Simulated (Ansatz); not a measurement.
The starting structures come from a database of crystals and need not be the phases stable at ambient conditions.

Input:

```yaml
crystal:
  lattice:
    - [4.96724, 0.00000, 0.00000]
    - [0.00000, 8.86142, 0.00000]
    - [1.52625, 4.43071, 4.62180]
  atoms:
    - { symbol: Zn, position: [0.25000, 0.11696, 0.00000] }
    - { symbol: Zn, position: [0.75000, 0.88304, 0.00000] }
    - { symbol: P, position: [0.25919, 0.19700, 0.42632] }
    - { symbol: P, position: [0.74081, 0.80300, 0.57368] }
    - { symbol: P, position: [0.24081, 0.62332, 0.57368] }
    - { symbol: P, position: [0.75919, 0.37668, 0.42632] }
    - { symbol: O, position: [0.30908, 0.10762, 0.29942] }
    - { symbol: O, position: [0.69092, 0.89238, 0.70058] }
    - { symbol: O, position: [0.19092, 0.40704, 0.70058] }
    - { symbol: O, position: [0.80908, 0.59296, 0.29942] }
    - { symbol: O, position: [0.15880, 0.05196, 0.74932] }
    - { symbol: O, position: [0.84120, 0.94804, 0.25068] }
    - { symbol: O, position: [0.34120, 0.80128, 0.25068] }
    - { symbol: O, position: [0.65880, 0.19872, 0.74932] }
    - { symbol: O, position: [0.95926, 0.65483, 0.70312] }
    - { symbol: O, position: [0.04074, 0.34517, 0.29688] }
    - { symbol: O, position: [0.54074, 0.35795, 0.29688] }
    - { symbol: O, position: [0.45926, 0.64205, 0.70312] }
```

Space group of this cell: C2/c. The cell is taken as given; by PBEsol its mean pressure is 3.7 GPa.

Transport runs along the normal of the first two printed cell vectors.

The gap is the functional's own, uncorrected, and κ follows it; spin-orbit coupling is left out. Mid-gap values are interpolated between the computed energies.

**Question.** Estimate the band gap and the smallest decay constant κ at mid-gap that PBEsol in Ansatz (a first-principles code) returns for this system.

**Answer.** Gap 5.01 eV on a 6×8×8 mesh; κ = 0.428 1/Å, at the zone centre.
